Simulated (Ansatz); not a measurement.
Terminations of the (111) surface of fcc Pd, measured from the surface 'clean 1x1'. Atoms come from or go to: Co: hcp Co, ferromagnetic, Cr: bcc Cr, antiferromagnetic, I: ½ I2(g), Mo: bcc Mo, Pd: fcc Pd, Rh: fcc Rh, Sb: rhombohedral Sb, Zn: hcp Zn. ΔE is the energy of forming the row's surface from that one (negative: more stable at these reservoirs); the vacuum level's shift is aligned on the shared bottom. No zero-point or thermal terms. These are constructed structures in small cells; real faces may alloy, dewet or reconstruct in larger ones, and not all known structures of the face are among them. Slabs of about 11 Å with all that they carry, Fermi-Dirac smearing of 0.1 eV. Bottom of the slabs: a bare face, its two planes held. Relaxed from the named starts with such symmetry as they have, on meshes of like density; energies extrapolated to zero smearing; no spin-orbit coupling, no U. Spin-polarised runs, if any, are marked in brackets, and their order is one that fits the cell; the others ran without spin. A dash marks a value that is undefined for that row (no clear gap, or no work function of a gapped slab) or was not read reliably on its mesh.

Level of theory: PBE (plane waves to 420 eV, PAW; Ansatz, an electronic-structure program).

```
surface                                                                               atoms added per 1x1  ΔE per 1x1 (eV)  shift of the vacuum level (eV)  work function (eV)
-----------------------------------------------------------------------------------  --------------------  ---------------  ------------------------------  ------------------
(√3x√3)R30° surface alloy, Zn on one Pd site of the top plane                        -0.333 Pd, +0.333 Zn       (withheld)                           -0.30                4.92
a layer of Cr in place of the third plane [spin, 1.8 μB a cell]                              +1 Cr, -1 Pd             0.16                            0.01                5.26
(√3x√3)R30° layer of Sb, one a cell, on the site that continues the host's stacking             +0.333 Sb            -0.53                           -0.98                4.24
p(2x2) layer of I, one a cell, on the site that continues the host's stacking                     +0.25 I       (withheld)                           -0.54                4.68
a pseudomorphic layer of Cr in the other hollow [spin, 3.3 μB a cell]                               +1 Cr             1.02                           -0.90                4.32
a layer of Rh in place of the third plane                                                    -1 Pd, +1 Rh       (withheld)                           -0.07                5.16
a pseudomorphic layer of Rh in the host's stacking                                                  +1 Rh             0.49                            0.05                5.27
a pseudomorphic layer of Co in the host's stacking [spin, 2.6 μB a cell]                            +1 Co             0.57                           -0.54                4.68
a layer of Mo in place of the second plane                                                   +1 Mo, -1 Pd            -0.24                           -0.91                4.32
a layer of Zn in place of the second plane                                                   -1 Pd, +1 Zn       (withheld)                           -0.42                4.79
(√3x√3)R30°, one Pd adatom                                                                      +0.333 Pd             0.34                           -1.07                4.15
one row in 3 of the top plane missing                                                           -0.333 Pd             0.22                           -0.40                4.82
```

Task: Complete the blanks.

Result: 
- (√3x√3)R30° surface alloy, Zn on one Pd site of the top plane, ΔE per 1x1 (eV): -0.46
- p(2x2) layer of I, one a cell, on the site that continues the host's stacking, ΔE per 1x1 (eV): -0.44
- a layer of Rh in place of the third plane, ΔE per 1x1 (eV): 0.15
- a layer of Zn in place of the second plane, ΔE per 1x1 (eV): -1.16
